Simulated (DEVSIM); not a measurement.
System: abrupt CdTe p-n junction, at 400 K.

Layer 1 from the left is CdTe, thickness (μm) 0.820, Na (cm⁻³) 1.5e16, τn (s) 7.2e-8, τp (s) 7.2e-8. Layer 2 from the left is CdTe, thickness (μm) 3.30, Nd (cm⁻³) 4.4e16, τn (s) 7.2e-8, τp (s) 7.2e-8.

Left contact: ohmic. Right contact: ohmic. Voltage is applied to the left contact. Recombination: SRH at mid-gap, radiative, Auger. Mobility is constant in doping.

The device is made up for the run: typed textbook-type constants, with dimensions and the other settings drawn at random. Values at 300 K; Nc and Nv go as T^1.5, mobilities as T to minus their exponent, the gap by Varshni's rule with the affinity fixed.

CdTe: gap (eV) 1.5, affinity (eV) 4.28, permittivity 10.2, Nc (cm⁻³) 8e17, Nv (cm⁻³) 1.8e19, μn (cm²/Vs) 1000, μp (cm²/Vs) 80, T exponent of μn 1.7, T exponent of μp 1.5, B (cm³/s) 1e-10, Cn (cm⁶/s) 1e-30, Cp (cm⁶/s) 1e-30, Varshni α (eV/K) 0.00031, Varshni β (K) 108.

DEVSIM, 1D drift-diffusion, Boltzmann statistics, complete ionisation; no tunnelling, impact ionisation, image-force lowering or self-heating.

Dark forward current:

| |V| (V) | |J| (A/cm²) |
|---|---|
| 0.05 | 9.549e-9 |
| 0.10 | 2.850e-8 |
| 0.15 | 6.901e-8 |
| 0.20 | 1.598e-7 |
| 0.25 | 3.737e-7 |
| 0.30 | 9.169e-7 |
| 0.35 | 2.439e-6 |
| 0.40 | 7.208e-6 |
| 0.45 | 2.376e-5 |
| 0.50 | 8.585e-5 |
| 0.55 | 0.0003307 |
| 0.60 | 0.001325 |
| 0.65 | 0.005429 |
| 0.70 | 0.02250 |
| 0.75 | 0.09374 |
| 0.80 | 0.3912 |
| 0.85 | 1.628 |
| 0.90 | 6.684 |
| 0.95 | 26.19 |
| 1.00 | 89.97 |
| 1.05 | 242.9 |
| 1.10 | 508.0 |
| 1.15 | 881.6 |
| 1.20 | 1358 |
| 1.25 | 1935 |
| 1.30 | 2613 |

### Question
Work out the local ideality factor n = ΔV / (kT/q · ln(J2/J1)) between the rows 0.15 and 0.20 V, 0.75 and 0.80 V, 1.25 and 1.30 V.

### Answer
kT/q = 34.47 mV. From 0.15 to 0.20 V: ln(1.598e-7/6.901e-8) = 0.840, n = 1.73. From 0.75 to 0.80 V: ln(0.3912/0.09374) = 1.429, n = 1.02, near the 1 of diffusion or emission over a barrier. From 1.25 to 1.30 V: ln(2613/1935) = 0.300, n = 4.83.

### Question
Estimate the current at 0.70 V from the Shockley equation with J0 = Σ q ni² D/(N L) coth(W/L), τ joining the SRH, radiative and Auger lifetimes that are on, and W taken as the whole layer.

### Answer
ni² = 1.01e19 cm⁻⁶; electrons in the p layer: μ = 613 cm²/Vs, D = 21.1 cm²/s, τ = 6.50e-8 s, L = 11.7 μm, W/L = 0.070, term 2.78e-11 A/cm²; holes in the n layer: μ = 52.0 cm²/Vs, D = 1.79 cm²/s, τ = 5.47e-8 s, L = 3.13 μm, W/L = 1.1, term 2.68e-13 A/cm². J0 = 2.80e-11 A/cm², and J = J0 exp(qV/kT) = 0.0185 A/cm². The simulation gives 0.0225 A/cm²; the estimate lies 18 % below. The estimate leaves out recombination in the depletion region and that region's share of W.
